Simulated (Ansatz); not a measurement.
Start from LuAgSe2 (space group R-3m, No. 166; a = 4.035 Å, c = 18.981 Å (hexagonal axes); a hypothetical phase, not in the database extracts checked). Axes: x lies along a and z along c of the hexagonal cell.

All numbers come from Ansatz (a quantum-chemistry and plane-wave program) PBEsol, spin-orbit coupling left out.

For the base:

```
Property                        Result
-----------------------------  -------
Band gap                       1.49 eV
Smallest direct gap            1.94 eV
Shortest interatomic distance  2.801 Å
```

Now apply this change: a pure shear with ε_xy = ε_yx = 0.0145; the atoms relax in the strained cell.

Problem. What does the calculation give for the band gap, energy relative to the base, smallest direct gap and shortest interatomic distance after the change?

Solution. The band gap decreases by 0.15 eV to 1.34 eV; the energy goes up by 2.1 meV/atom; the smallest direct gap decreases by 0.09 eV (1.94 eV → 1.85 eV); the shortest interatomic distance decreases by 0.015 Å (2.801 Å → 2.786 Å).

No phonon test of stability was made.
